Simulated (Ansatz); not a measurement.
Take CdS in the zinc blende structure (space group F-43m, No. 216; a = 5.824 Å) as the base. Axes: x, y, z lie along the cube axes.

All numbers come from PBEsol/PAW in Ansatz (a first-principles code), no SOC.

One thing is altered: the cell is stretched by 0.50 % along z with no lateral relaxation; the atoms relax in the strained cell.

Predict the stress tensor and what it implies for the stiffness.

Stress of the strained cell less that of the base (GPa, compression positive):
```
  -0.27    0.00    0.00
   0.00   -0.27    0.00
   0.00    0.00   -0.37
```

Then −Δσ_ii/ε with ε = 0.0050 gives relaxed-ion elastic constants: C33 ≈ 74 GPa, C13 ≈ 54 GPa and C23 ≈ 54 GPa.

Stability against distortions was not tested.
